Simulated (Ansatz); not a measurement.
# Rh: response to strain

Take Rh in the fcc (Cu type) structure (space group Fm-3m, No. 225; a = 3.755 Å; relaxed with 0.1 eV smearing) as the base. Axes: x, y, z lie along the cube axes.

Strains are applied to the cell and any free atomic positions relax; under biaxial strain the out-of-plane vector relaxes too.

Calculations: DFT with LDA, PAW potentials and a 420 eV plane-wave cutoff in Ansatz (a first-principles code), spin-orbit coupling left out.

Notes on the quantities. energy relative to the base: free energy F.

```csv
case,energy relative to the base,volume per atom
base,0 meV/atom,13.24 Å³
"biaxial strain −3.00 %, plane normal [001], relaxed out of plane",+43 meV/atom,12.81 Å³
"biaxial strain −2.50 %, plane normal [001], relaxed out of plane",+29 meV/atom,12.88 Å³
"biaxial strain −2.00 %, plane normal [001], relaxed out of plane",+18 meV/atom,12.95 Å³
"biaxial strain −1.50 %, plane normal [001], relaxed out of plane",+10 meV/atom,13.02 Å³
"biaxial strain +0.50 %, plane normal [001], relaxed out of plane",+1.1 meV/atom,13.31 Å³
"biaxial strain +1.00 %, plane normal [001], relaxed out of plane",+4.1 meV/atom,13.38 Å³
"biaxial strain +1.50 %, plane normal [001], relaxed out of plane",+9.2 meV/atom,13.46 Å³
"biaxial strain +2.00 %, plane normal [001], relaxed out of plane",…,…
"biaxial strain +2.50 %, plane normal [001], relaxed out of plane",+25 meV/atom,13.60 Å³
```

Problem. What belongs in the blanks?

Solution. 
- biaxial strain +2.00 %, plane normal [001], relaxed out of plane, energy relative to the base: +16 meV/atom
- biaxial strain +2.00 %, plane normal [001], relaxed out of plane, volume per atom: 13.53 Å³

No phonon test of stability was made. All final runs are without spin polarisation. Rh lies near a magnetic instability that expansion can trigger; it was not tested.
